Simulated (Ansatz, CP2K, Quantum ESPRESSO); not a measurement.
**Code comparison for N₂ (P4_2/mnm, 4 atoms in the cell)**

Zone-centre phonon calculation.

```
N2
1.0
    4.14736     0.00000     0.00000
    0.00000     4.14736     0.00000
    0.00000     0.00000     5.42877
N
4
Direct
  0.90428   0.90428   0.00000
  0.09572   0.09572   0.00000
  0.59572   0.40428   0.50000
  0.40428   0.59572   0.50000
```

Shared settings, as Ansatz (a first-principles code) writes them: kpoints.mp_grid.grid = 6 6 4; scf.occupations.method = fixed. Potentials and cutoffs stand in the table.

```tsv
code	model	highest zone-centre frequency (cm⁻¹)	mean ε∞ at this mesh	cutoff
CP2K	LDA (Pade form), GPW, DZVP-MOLOPT-SR-GTH basis, GTH-PADE potentials (GTH_POTENTIALS)	2299	–	grid 400 Ry
Quantum ESPRESSO	LDA (PW92), PseudoDojo standard norm-conserving (LDA) pseudopotentials	2161	1.61	85 Ry
Ansatz	LDA (PW92), PAW files made with PBE	2147	1.61	default
```

A dash marks a value that a program does not give, or that is left out as unsure.

The spread over the programs that give each value: highest zone-centre frequency within 152.0 cm⁻¹; mean ε∞ at this mesh within 0.00 .

CP2K uses small atom-centred bases, whose incompleteness enters pressures, forces and empty levels differently from a plane-wave cutoff.

The starting cell comes from a database of computed structures (which also holds hypothetical and non-ambient phases and stackings), without a prior relaxation at this level. Its lattice was rescaled by a random factor within 2.5 % of one.

Keys are those of Ansatz 0.2.
